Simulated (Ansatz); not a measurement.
System: L1₂ (Cu3Au-type) Pt3Ti. Method: RPBE (Ansatz, an electronic-structure program, PAW).

The input as run:

Ansatz 0.2 input:
```yaml
crystal:
  lattice:
    - [3.9713044094, 0.0, 0.0]
    - [0.0, 3.9713044094, 0.0]
    - [0.0, 0.0, 3.9713044094]
  atoms:
    - { symbol: Ti, position: [0.0, 0.0, 0.0] }
    - { symbol: Pt, position: [0.0, 0.5, 0.5] }
    - { symbol: Pt, position: [0.5, 0.0, 0.5] }
    - { symbol: Pt, position: [0.5, 0.5, 0.0] }
basis:
  ecutwfc: 520
  ecutrho_ratio: 4
  xc_grid: 2
kpoints:
  mp_grid: { grid: [14, 14, 14] }
hamiltonian:
  xc: rpbe
  dispersion: none
  pseudopotentials: { kind: paw }
scf:
  occupations: { method: fermi_dirac, width: 0.05 }
  convergence: { dr2_threshold: 0.0000000004 }
output:
  forces: true
  stress: true
  eigenvalues: true
```

Excerpt of the program's output:

```
Crystal: 4 atoms, lattice volume = 62.632 Å³
Basis set: ecut = 520 eV, 1743 PW (Γ), exchange–correlation on 60×60×60 points (8 copies of the dense FFT grid, shifted against one another)
Bands: 40, of which v1, the nominal top of the filled ones, is band 33 counted from 1 (32 counted from 0)
Symmetry: 48 space group operations
Space group: Pm-3m (ITA 221), of the structure as read, at distance tolerance 4.0e-5 Å
k-points: 120 of 2744
Functional: x = rpbe, c = pbe(β = 0.06672455060314922)
SCF iter   1: F=—  HF=-40117.815785 eV  |F-HF|=—  |Δ(HF+E_count)|=         —  Δρ=1.71e-2  dr2=2.96e-1
SCF iter   2: F=—  HF=-40117.798523 eV  |F-HF|=—  |Δ(HF+E_count)|=   1.73e-2  Δρ=8.84e-3  dr2=8.59e-2
  ...
SCF iter   8: F=—  HF=-40117.791602 eV  |F-HF|=—  |Δ(HF+E_count)|=  7.93e-10  Δρ=8.54e-7  dr2=6.88e-10
SCF iter   9: F=-40117.791602 eV  HF=-40117.791602 eV  |F-HF|=5.09e-11  |Δ(HF+E_count)|=  7.28e-12  Δρ=2.13e-7  dr2=3.87e-11
SCF 1 converged in 9 iterations: F = -40117.791602 eV  dr2 = 3.87e-11
SCF converged after 9 iterations
Free energy (F): -40117.791602 eV
Internal energy: -40117.781096 eV  (E = F + TS)
E sigma→0 (E₀):  -40117.786349 eV
Fermi energy:    21.116443 eV
--- Forces (eV/Å), atoms counted from 1 ---
  atom   1  Ti    -0.00000000     0.00000000    -0.00000000
  atom   2  Pt     0.00000000     0.00000000    -0.00000000
  atom   3  Pt     0.00000000    -0.00000000    -0.00000000
  atom   4  Pt     0.00000000    -0.00000000    -0.00000000
--- Stress (GPa, compression-positive) ---
       -0.000298       0.000000       0.000000
        0.000000      -0.000298       0.000000
        0.000000       0.000000      -0.000298
  P = ⅓ Tr σ = -0.0003 GPa (-0.003 kbar)
```

The PAW data were made under PBE.

Cost on a shared machine: very roughly 12 core-seconds.
